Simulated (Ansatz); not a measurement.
The starting structures come from a database of crystals and need not be the phases stable at ambient conditions.

 Where the default PAW files enter, the runs use the earlier of Ansatz's two default sets.

Inside the gap of an insulator the Bloch states are evanescent, with a wavenumber k + iκ along the transport direction.

Data:

```
MgTe
1.0
    4.57074     0.00000     0.00000
   -2.28537     3.95838     0.00000
    2.28537    -1.31946     3.73199
Mg Te
1 1
Direct
  0.00000   0.00000   0.00000
  0.75000   0.25000   0.75000
```

Space group of this cell: F-43m, zinc blende. The cell is taken as given; by LDA its mean pressure is -1.6 GPa.

Transport runs along the normal of the first two printed cell vectors, the (111) plane of the conventional cell.

The gap is the functional's own, uncorrected, and κ follows it; spin-orbit coupling is left out. Mid-gap values are interpolated between the computed energies.

Q: Compute, with LDA run with Ansatz (a first-principles code), the band gap and the smallest decay constant κ at mid-gap.

A: Gap 2.18 eV on a 8×8×8 mesh; κ = 0.144 1/Å, at the zone centre.
